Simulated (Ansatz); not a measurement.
Base system: W₂C (space group P-3m1, No. 164; a = 3.008 Å, c = 4.625 Å; relaxed with 0.1 eV smearing). Axes: x lies along a and z along c of the hexagonal cell.

All numbers come from PBEsol-D3(BJ) (Ansatz, an electronic-structure program), no SOC.

Perturbation: the cell is stretched by 4.12 % along x with no lateral relaxation, atoms relaxed at fixed cell.

Predict the stress tensor and what it implies for the stiffness.

Stress of the strained cell less that of the base (GPa, compression positive):
```
  -20.3     0.0     0.0
    0.0    -6.4     1.1
    0.0     1.1   -10.1
```

Then −Δσ_ii/ε with ε = 0.0412 gives secant stiffness values (nonlinear terms included at this strain): C11 ≈ 493 GPa, C12 ≈ 156 GPa and C13 ≈ 245 GPa.

As a check, the harmonic strain energy −½ V₀ Δσ:ε is 32 meV/atom; the computed energy rise is 33 meV/atom.

Whether these cells are dynamically stable was not tested. All final runs are without spin polarisation.
